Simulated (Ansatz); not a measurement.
# A computed series for BaO: element substitutions

The reference is BaO in the rock salt structure (space group Fm-3m, No. 225; a = 5.490 Å).

Each row replaces one element on all its sites; cell and atoms are relaxed.

Calculations: DFT with PBEsol, PAW potentials and a 420 eV plane-wave cutoff in Ansatz (a program for electronic structure), spin-orbit coupling left out.

```csv
change,electron mass,band gap,lattice parameter a
base,"1.2 mₑ along k, 0.38 mₑ across (at X)",1.84 eV,5.490 Å
Ba → Ca,"1.4 mₑ along k, 0.42 mₑ across (at X)",3.54 eV,4.767 Å
O → S,"1.3 mₑ along k, 0.32 mₑ across (at X)",2.04 eV,6.332 Å
Ba → Mg,0.34 mₑ (at Γ),4.62 eV,4.214 Å
```

Effective masses come from finite differences of ±0.01 Å⁻¹. Along k means along the line from Γ to the band edge. Stability against distortions was not tested.
